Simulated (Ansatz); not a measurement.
# Effect of biaxial strain −1.24 %, plane normal [001], relaxed out of plane on BN

The parent structure is BN in the wurtzite structure (space group P6_3mc, No. 186; a = 2.5545 Å, c = 4.2246 Å). Axes: x lies along a and z along c of the hexagonal cell.

One thing is altered: biaxial strain −1.24 %, plane normal [001], relaxed out of plane (Cartesian); in-plane vectors clamped, the third vector and the atoms free.

All numbers come from PBE (Ansatz, a first-principles code; PAW; 420 eV plane waves; no SOC). k-mesh 15×15×8 (Γ-centred); smearing 0.05 eV (Fermi–Dirac).

The shortest interatomic distance falls by 0.016 Å (1.567 Å → 1.551 Å) and the pressure (mean of the normal stresses, compression positive) goes from zero to 9.15 GPa. The band gap decreases by 0.11 eV (5.23 eV → 5.12 eV) and the gap character stays indirect, Γ → K. The smallest direct gap hardly moves (8.23 eV against 8.24 eV) and the width of the top valence band rises by 0.098 eV, from 5.37 eV to 5.46 eV. The electron mass becomes 0.31 mₑ out of plane, 0.50 mₑ in plane (at K) (base: 0.31 mₑ along c, 0.51 mₑ across (at K)) and the valence-band top at Γ (three highest levels, from the VBM) becomes 0.00, 0.00, -0.34 eV (base: 0.00, 0.00, -0.26 eV). The out-of-plane strain comes out as +0.14 % and the ratio −ε⊥/ε∥ comes out as 0.12. The mean in-plane stress (compression positive) amounts to +13.7 GPa.

Masses are band curvatures over ±0.01 Å⁻¹ around the edge. No phonon test of stability was made.
